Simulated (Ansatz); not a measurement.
Defect migration in 4H silicon carbide with all lengths changed by +1 %: C vacancy, charge state +2. Computed with PBE, PAW (plane waves to 420 eV; Ansatz, an electronic-structure program).

72-site cell at the strained lattice (strain from the relaxed PBE one, atoms relaxed), a 2×2×2 k-point mesh shifted by half a step along c, smearing 0.01 eV, spin-restricted, no finite-size correction. Energies are static. The charge state is imposed; whether it is stable for some Fermi level was not computed. Forms of the defect that were not tried may lie lower.

A. one C atom jumps into the vacancy from a nearby C site; the atom moves 3.12 Å along (0.00, 1.00, 0.00) of the unit cell; the moving atom starts with neighbours Si at 1.88, Si at 1.92, 2 Si at 1.93 Å and ends with Si at 1.88, Si at 1.92, 2 Si at 1.93 Å; the start lies 0.053 eV above the lowest site run; saddle order not checked, on a symmetry element.
B. one C atom jumps into the vacancy from a nearby C site; the atom moves 3.11 Å along (-1.00, -1.00, 0.00) of the unit cell; the moving atom starts with neighbours Si at 1.88, 2 Si at 1.92, Si at 1.94 Å and ends with Si at 1.88, 2 Si at 1.92, Si at 1.94 Å; saddle order not checked, on a symmetry element.
C. one C atom jumps into the vacancy from a nearby C site; the atom moves 3.12 Å along (-0.33, -0.67, 0.25) of the unit cell; the moving atom starts with neighbours Si at 1.86, 2 Si at 1.91, Si at 1.96 Å and ends with Si at 1.88, 2 Si at 1.92, Si at 1.94 Å; saddle order not checked, on a symmetry element.

A band can be held on a symmetry element, so unchecked saddle points there may be too high.

Put the candidates in order of forward barrier, lowest first, for PBE, PAW.

A (4.94 eV), C (5.02 eV), B (5.19 eV)
